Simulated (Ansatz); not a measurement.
Ta₂O₅ (within 0.1 Å of Cmmm, No. 65, 7 atoms in the cell; start mp-1238961) was calculated with PBE0 in Ansatz (PAW).

Numerical settings: plane-wave cutoff 460 eV, 6×6×4 k mesh (along the axes of the cell as run), Fermi–Dirac smearing 0.01 eV, scalar-relativistic PAW data made under PBE.

Cell (relaxed with PBEsol):

```cif
data_O5Ta2
_chemical_formula_sum 'Ta2 O5'
_space_group_name_H-M_alt 'P 1'
_space_group_IT_number 1
_cell_length_a 3.83946
_cell_length_b 3.85998
_cell_length_c 6.78118
_cell_angle_alpha 90.000
_cell_angle_beta 106.433
_cell_angle_gamma 90.000
loop_
_space_group_symop_operation_xyz
  'x, y, z'
loop_
_atom_site_label
_atom_site_type_symbol
_atom_site_fract_x
_atom_site_fract_y
_atom_site_fract_z
_atom_site_occupancy
Ta1 Ta 0.64612 0.00000 0.79214 1
Ta2 Ta 0.35388 0.00000 0.20786 1
O1 O 0.64967 0.50000 0.79894 1
O2 O 0.35033 0.50000 0.20106 1
O3 O 0.18522 0.00000 0.87032 1
O4 O 0.81478 0.00000 0.12968 1
O5 O 0.50000 0.00000 0.50000 1
```

Question: Give the computed band gap and smallest direct gap on the k points sampled.

Answer: 
- band gap: 4.40 eV (on the SCF k mesh)
- smallest direct gap on the k points sampled: 4.97 eV

Note: cell and atoms aren't relaxed at this level (largest force component 0.16 eV/Å, pressure -0.8 GPa).

Spin–orbit coupling is not included.

Computed values are for the static lattice.

A start named mp-… is a Materials Project structure, which need not be a measured phase.

Ansatz is an electronic-structure program.
